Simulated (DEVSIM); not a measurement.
System: abrupt In0.53Ga0.47As p-n junction, at 350 K.

Layer 1 from the left is In0.53Ga0.47As, thickness (μm) 0.430, Na (cm⁻³) 3.4e17, τn (s) 4.4e-8, τp (s) 4.4e-8. Layer 2 from the left is In0.53Ga0.47As, thickness (μm) 51.0, Nd (cm⁻³) 7.7e14, τn (s) 4.4e-8, τp (s) 4.4e-8.

Left contact: ohmic. Right contact: ohmic. Voltage is applied to the left contact. Recombination: SRH at mid-gap, Auger. Mobility is constant in doping.

This is a model device: material constants are rounded textbook-type values typed into the input, and sizes, dopings and lifetimes were drawn at random. Values at 300 K; Nc and Nv go as T^1.5, mobilities as T to minus their exponent, the gap by Varshni's rule with the affinity fixed.

In0.53Ga0.47As: gap (eV) 0.74, affinity (eV) 4.51, permittivity 13.9, Nc (cm⁻³) 2.1e17, Nv (cm⁻³) 7.7e18, μn (cm²/Vs) 12000, μp (cm²/Vs) 300, T exponent of μn 1.6, T exponent of μp 1.6, Cn (cm⁶/s) 5e-29, Cp (cm⁶/s) 5e-29, Varshni α (eV/K) 0.00035, Varshni β (K) 190.

Question: Estimate by hand the built-in potential, the peak field at zero bias, and compare with a numerical solution.

Answer: 
- Built-in potential: ni = √(Nc Nv) exp(−Eg/2kT) = 9.68e12 cm⁻³ with Eg = 0.725 eV; Vbi = kT/q ln(Na Nd/ni²) = 0.448 V; numerical 0.448 V.
- Peak field at zero bias: depletion approximation: W = √(2εVbi/(qN)) = 0.946 μm with N = 7.68e14 cm⁻³; field = 2Vbi/W = 9460 V/cm; numerical 32100 V/cm (estimate below by 71 %).

DEVSIM, 1D drift-diffusion, Boltzmann statistics, complete ionisation; no tunnelling, impact ionisation, image-force lowering or self-heating.
